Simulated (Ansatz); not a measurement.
**A constructed model of the (111) surface of fcc Cu, a pseudomorphic layer of Re in the other hollow (bottom of the slab: a bare face, its two planes held)**

Level of theory: PBE (plane waves to 420 eV, PAW; Ansatz, a first-principles code).

Model: 7-atom slab, 13.0 Å thick at the start with caps and adatoms (thin: gaps and levels are the slab's own), 17x17x1 mesh, Fermi-Dirac 0.1 eV, dipole correction, 2 atoms held, the rest relaxed; start symmetry kept, larger cells not searched; no spin, no spin-orbit, no U. In PBE it is, or lies within 0.01 eV a 1x1 cell of, the lowest of the 2 structures of its composition computed so far; subsurface sites and larger cells were not tried.

```
Quantity                                                      Result
-----------------------------  -------------------------------------
work function of the top face                                5.61 eV
energy released by relaxation                                0.20 eV
cost                           about 4 core-minutes (a rough figure)
```
